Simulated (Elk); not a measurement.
Worked example: self-consistent single point of AuAl₂ (Fm-3m, 3 atoms in the cell) in Elk.

Level of theory: PBE, spin-orbit coupling in second variation, all-electron FP-LAPW, Elk's shipped species files, LAPW+lo basis (Elk).

```
AuAl2
1.0
    0.00000     2.93400     2.93400
    2.93400     0.00000     2.93400
    2.93400     2.93400     0.00000
Al Au
2 1
Direct
  0.25000   0.25000   0.25000
  0.75000   0.75000   0.75000
  0.00000   0.00000   0.00000
```

Reference input (self-consistent single point, DFT, PBE, all-electron FP-LAPW, Elk's shipped species files, LAPW+lo basis): xctype = 20; rgkmax = 7.5; stype = 0; swidth = 0.00183747 Ha; ngridk = 13 13 13; gmaxvr = 16 1/bohr; nxoapwlo = 1. This run's input differs from it in these lines:

```diff
@@ -5,2 +5,5 @@
   20
+
+spinorb
+  .true.
 
@@ -14,2 +17,8 @@
   1
+
+lmaxi
+  3
+
+nempty
+  10
```

The program printed (abridged):

```
│ Self-consistent loop started │
│ Loop number : 1 │
 total energy                :     -19499.5686225
 total moment                :   0.2695918662E-19  0.1550943865E-18 -0.3184069833E-19
│ Loop number : 2 │
 total energy                :     -19501.1454849
 total moment                :   0.5497285747E-19  0.3271928788E-19 -0.2169477971E-20
RMS change in Kohn-Sham potential (target) :   0.3932380373     (  0.1000000000E-05)
Absolute change in total energy (target)   :    1.576862397     (  0.1000000000E-03)
│ Loop number : 3 │
 total energy                :     -19501.2054828
   [... lines left out ...]
 total energy                :     -19533.8225645
 total moment                :  -0.1417920059E-19 -0.4445787427E-19  0.1739350170E-20
RMS change in Kohn-Sham potential (target) :   0.3114075255E-06 (  0.1000000000E-05)
Absolute change in total energy (target)   :   0.1496516270E-03 (  0.1000000000E-03)
│ Loop number : 15 │
 total energy                :     -19533.8225461
 total moment                :  -0.7372694684E-19 -0.8879441718E-19  0.2536188250E-19
RMS change in Kohn-Sham potential (target) :   0.6432107660E-07 (  0.1000000000E-05)
Absolute change in total energy (target)   :   0.1907836850E-04 (  0.1000000000E-03)
Convergence targets achieved

│ Loop number : 16 │

Energies :
 Fermi                       :     0.311939718518
 xc effective B-field        :    -0.865370990698E-08
 external B-field            :      0.00000000000
 total energy                :     -19533.8225417
 (external B-field energy excluded from total)

Density of states at Fermi energy :    18.64677185
 (states/Hartree/unit cell)

Estimated indirect band gap :   0.2985204915E-02
 from k-point     54 to k-point     56
Estimated direct band gap   :   0.7515405255E-02
 at k-point     30

Charges :
 core                        :    56.00000000
 valence                     :    49.00000000
 interstitial                :    4.423510559
 muffin-tins (core leakage)
  species :    1 (Al)
   atom    1                 :    11.07261346     (  0.8497739774E-03)
   [... lines left out ...]
   atom    2                 :   0.1389461456E-19  0.9623785416E-20  0.1535502459E-20
  species :    2 (Au)
   atom    1                 :  -0.5783372045E-22 -0.1004837056E-21  0.7510391250E-22
 total in muffin-tins        :   0.2773139541E-19  0.1914708713E-19  0.3146108830E-20
 total moment                :   0.2772775970E-19  0.1918469525E-19  0.3109099896E-20

│ Self-consistent loop stopped │
```

The run converged in 16 iterations. The count includes the last loop, which Elk runs after its targets are met. 

The starting cell has typed, rounded lattice constants, without a prior relaxation at this level. Its lattice was rescaled by a random factor within 2.5 % of one. Values depend on the basis (sphere radii, cutoffs, local orbitals), which need not be converged. The log's line on a gap gives a spacing of levels on this mesh, which the program prints for metals too.

Cost on one core of a shared machine: roughly 4 min.
